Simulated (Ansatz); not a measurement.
Start from ZrC in the rock salt structure (space group Fm-3m, No. 225; relaxed with 0.1 eV smearing).

```
ZrC
1.0
    0.00000     2.33454     2.33454
    2.33454     0.00000     2.33454
    2.33454     2.33454     0.00000
Zr C
1 1
Direct
  0.00000   0.00000   0.00000
  0.50000   0.50000   0.50000
```

Cartesian axes are those of the cell as printed.

All numbers come from Ansatz (a quantum-chemistry and plane-wave program) PBEsol, no spin-orbit coupling.

The change: compressive biaxial strain of 0.83 % in the plane normal to [111], as in epitaxy on a mismatched substrate; the out-of-plane cell vector and the atoms relax.

Task: What happens to the in-plane stress?

Result: The mean in-plane stress (compression positive) amounts to +4.3 GPa.

Task: What happens to the ratio −ε⊥/ε∥?

Result: The ratio −ε⊥/ε∥ comes out as 0.60.

No phonon test of stability was made. All final runs are without spin polarisation.
